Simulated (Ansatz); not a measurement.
System: O vacancy in monoclinic ZrO2 strained by +1.5 % along x and y, z held (neutral cell). The step: one O atom jumps into the vacancy from a nearby O site; the atom moves 2.44 Å along (-0.07, 0.45, -0.05) of the unit cell; the moving atom starts with neighbours O at 2.57, 2 O at 2.70; Zr at 2.15, Zr at 2.20, Zr at 2.21, Zr at 2.47 Å and ends with O at 2.57, 2 O at 2.70; Zr at 2.15, Zr at 2.20, Zr at 2.21, Zr at 2.47 Å. DFT values are from Ansatz (plane-wave PAW, 420 eV unless said) in a cell of 96 host sites, spin-restricted, static, with no finite-size correction. The charge state is imposed; whether it is stable for some Fermi level was not computed. Forms of the defect that were not tried may lie lower. For the PBE band: the saddle point's order was not checked, and it lies on a symmetry element of the cell, where a band can be held.

```
Level                                                              Forward barrier (eV)  Cost of the band or of the saddle's single point
-----------------------------------------------------------------  --------------------  ------------------------------------------------
CHGNet universal potential (has no charge state), its own band                     0.37                                                 -
PBE, the Γ point alone, band relaxed                                               1.70                    around 30 core-minutes (rough)
PBE, a 2×2×2 k-point mesh shifted by half a step, same geometries                  1.85                           roughly 10 core-minutes
```

Ansatz is a program for electronic structure.
